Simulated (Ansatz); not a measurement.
Base system: Re in the hcp (Mg type) structure (space group P6_3/mmc, No. 194; relaxed with 0.1 eV smearing).

```
Re
1.0
    2.75189     0.00000     0.00000
   -1.37595     2.38321     0.00000
    0.00000     0.00000     4.44007
Re
2
Direct
  0.66667   0.33333   0.75000
  0.33333   0.66667   0.25000
```

Cartesian axes are those of the cell as printed.

Computed with DFT with PBEsol, PAW potentials and a 420 eV plane-wave cutoff in Ansatz (a program for electronic structure), scalar-relativistic without spin-orbit coupling.

Strains are applied to the cell and any free atomic positions relax.

One change was made to it. Results:

```tsv
quantity	base	after
shortest interatomic distance	5.159 bohr	5.088 bohr
energy relative to the base (free energy F)	0 meV/atom	+9.2 meV/atom
```

Question: Which of these changes matches the shifts?
(A) tensor shear ε_xz = +1.71 %
(B) tensor shear ε_xz = +0.86 %
(C) tensor shear ε_xz = +0.29 %
(D) tensor shear ε_xz = +1.14 %
(E) tensor shear ε_xz = +1.43 %

Answer: A, tensor shear ε_xz = +1.71 %. For comparison, the energy relative to the base in the other runs: tensor shear ε_xz = +0.29 % gives +0.3 meV/atom; tensor shear ε_xz = +1.14 % gives +4.1 meV/atom; tensor shear ε_xz = +1.43 % gives +6.4 meV/atom; tensor shear ε_xz = +0.86 % gives +2.3 meV/atom.

Whether these cells are dynamically stable was not tested. The final runs are not spin-polarised.
